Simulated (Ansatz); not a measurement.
**CdS, response to strain and stress**

Start from CdS in the zinc blende structure (space group F-43m, No. 216; a = 5.878 Å). Axes: x, y, z lie along the cube axes.

Strains are applied to the cell and any free atomic positions relax; under stress the whole cell relaxes.

Level of theory: Ansatz (a program for electronic structure) r2SCAN, no SOC.

Candidates:
(a) uniaxial stress, 1 GPa compression along x
(b) tensor shear ε_yz = −3.81 %
(c) uniaxial strain ε_yy = −3.82 %

Notes on the quantities. energy relative to the base: free energy F.

Task: Order them by energy relative to the base, lowest first.

Result: (a) uniaxial stress, 1 GPa compression along x (+3.9 meV/atom), (c) uniaxial strain ε_yy = −3.82 % (+8.6 meV/atom), (b) tensor shear ε_yz = −3.81 % (+12 meV/atom)

Beyond what the load breaks, stability against distortions was not tested.
